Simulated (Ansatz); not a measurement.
# Hypothetical rock salt AsP, response to strain

Start from AsP in the rock salt structure (space group Fm-3m, No. 225; a = 5.210 Å; a hypothetical phase, not in the database extracts checked; relaxed with 0.1 eV smearing). Axes: x, y, z lie along the cube axes.

Strains are applied to the cell and any free atomic positions relax; under biaxial strain the out-of-plane vector relaxes too.

Level of theory: Ansatz (an electronic-structure program) PBE, spin-orbit coupling left out.

Candidates:
(a) uniaxial strain ε_xx = −0.37 %
(b) biaxial strain −2.42 %, plane normal [111], relaxed out of plane
(c) biaxial strain −4.13 %, plane normal [001], relaxed out of plane
(d) biaxial strain +1.49 %, plane normal [111], relaxed out of plane

Notes on the quantities. energy relative to the base: free energy F.

Problem. Order them by energy relative to the base, highest first.

Solution. (c) biaxial strain −4.13 %, plane normal [001], relaxed out of plane (+50 meV/atom), (b) biaxial strain −2.42 %, plane normal [111], relaxed out of plane (+10 meV/atom), (d) biaxial strain +1.49 %, plane normal [111], relaxed out of plane (+3.7 meV/atom), (a) uniaxial strain ε_xx = −0.37 % (+0.2 meV/atom)

No phonon test of stability was made. The final runs are not spin-polarised.
